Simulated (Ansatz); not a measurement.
For PdSb (model structure, started from the CsCl type, Pm-3m, No. 221, 2 atoms in the cell), PBE in Ansatz (plane waves, PAW) gives:

- lattice constant a = 3.412 Å
- cohesive energy = 3.46 eV/atom

### Question
What does r²SCAN (Ansatz, a quantum-chemistry and plane-wave program, plane waves, PAW) give for the same quantities?

### Answer

- lattice constant a: 3.390 Å (shrinks by 0.6 %)
- cohesive energy: 3.50 eV/atom (grows by 0.04 eV/atom)

Changes are worked out from the printed values.

Unless a cell is named, each level is at its own relaxed cell (PBE 19.86, r²SCAN 19.48 Å³/atom).

Levels without +SOC leave out spin–orbit coupling, which shifts energies and cells of such heavy elements.

The crystal itself was run without spin with PBE, r²SCAN; a magnetic state was not tried in these runs.

Ansatz's density-functional and Hartree–Fock values are scalar-relativistic unless marked +SOC, with PAW data made under PBE.

A model structure was made by putting elements into a prototype or built by hand; it is no filed structure, need not be a known phase, and can be a saddle point held by its symmetry.
